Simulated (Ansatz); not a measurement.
Ansatz (a first-principles code) run on BaHfO₃ (Pm-3m, 5 atoms in the cell): self-consistent single point.

Level of theory: r2SCAN, default PAW files made with PBE (plane waves; Ansatz).

```yaml
crystal:
  lattice:
    - [4.17000, 0.00000, 0.00000]
    - [0.00000, 4.17000, 0.00000]
    - [0.00000, 0.00000, 4.17000]
  atoms:
    - { symbol: Ba, position: [0.00000, 0.00000, 0.00000] }
    - { symbol: Hf, position: [0.50000, 0.50000, 0.50000] }
    - { symbol: O, position: [0.50000, 0.00000, 0.50000] }
    - { symbol: O, position: [0.00000, 0.50000, 0.50000] }
    - { symbol: O, position: [0.50000, 0.50000, 0.00000] }
```

Reference input (self-consistent single point, DFT, PBE, plane waves, default PAW files): kpoints.mp_grid.grid = 4 4 4; hamiltonian.xc = pbe; hamiltonian.pseudopotentials = {kind: paw} (the program's default PAW files); scf.occupations.method = gaussian; scf.occupations.width = 0.0007 Ry. This run's input differs from it in these lines:

Ansatz 0.2 input:
```diff
@@ -16,3 +16,3 @@
 hamiltonian:
-  xc: pbe
+  xc: r2scan
   pseudopotentials:
```

Output (repeated stretches shortened):

```
SCF iter   1: F=—  HF=-23413.625199 eV  |F-HF|=—  |Δ(HF+E_count)|=         —  Δρ=9.68e-3  dr2=7.34e-2  dr2_τ=2.42e-1  ethr=1.77e-3  ⟨swp⟩=8.1  Hψ=1481  notcnv=0
all-band conjugate gradients solve this SCF's bands
preconditioner: auto → Resta (q_TF=auto, 2.598 Å⁻¹)
SCF iter   2: F=—  HF=-23413.732639 eV  |F-HF|=—  |Δ(HF+E_count)|=   1.07e-1  Δρ=4.72e-3  dr2=1.16e-2  dr2_τ=2.40e-3  ethr=1.36e-4  ⟨swp⟩=2.9  Hψ=751  notcnv=0  defer=12
   [... lines left out ...]
SCF iter   6: F=—  HF=-23413.730452 eV  |F-HF|=—  |Δ(HF+E_count)|=   2.68e-6  Δρ=5.08e-5  dr2=1.55e-6  dr2_τ=1.48e-7  ethr=3.50e-8  ⟨swp⟩=2.0  Hψ=576  notcnv=0  defer=12
SCF iter   7: F=—  HF=-23413.730452 eV  |F-HF|=—  |Δ(HF+E_count)|=   1.64e-7  Δρ=1.15e-5  dr2=1.00e-7  dr2_τ=9.61e-9  ethr=2.87e-9  ⟨swp⟩=2.0  Hψ=543  notcnv=0  defer=12
SCF iter   8: F=-23413.730452 eV  HF=-23413.730452 eV  |F-HF|=1.35e-9  |Δ(HF+E_count)|=   7.15e-9  Δρ=1.55e-6  dr2=1.73e-9  dr2_τ=6.95e-11  ethr=1.85e-10  ⟨swp⟩=9.9  Hψ=1504  notcnv=0
SCF 1 converged in 8 iterations: F = -23413.730452 eV  dr2 = 1.73e-9
Free energy (F): -23413.730452 eV
Internal energy: -23413.730452 eV  (E = F + TS)
E sigma→0 (E₀):  -23413.730452 eV
Fermi energy:    13.380835 eV
--- Forces (eV/Å), atoms counted from 1 ---
  atom   1  Ba    -0.00000000     0.00000000     0.00000000
   [... zero for the other atoms too ...]
--- Stress (GPa, compression-positive) ---
        0.909554      -0.000000       0.000000
        0.000000       0.909554       0.000000
        0.000000       0.000000       0.909554
  P = ⅓ Tr σ = 0.9096 GPa (9.096 kbar)
  The stress holds the Pulay correction. Without it, at fixed plane waves, as pw.x and ABINIT print it: P = 0.8619 GPa
```

The run converged in 8 iterations. Against the reference run the pressure goes from 4.28 to 0.91 GPa and the gap on the mesh goes from 3.670 to 4.201 eV. The full log also holds: “WARN basis.ecutwfc = 500 eV, the default”.

The starting cell has typed, rounded lattice constants, without a prior relaxation at this level. Spin-orbit coupling is off. Ansatz's pressure includes its estimate of the finite-basis (Pulay) stress.
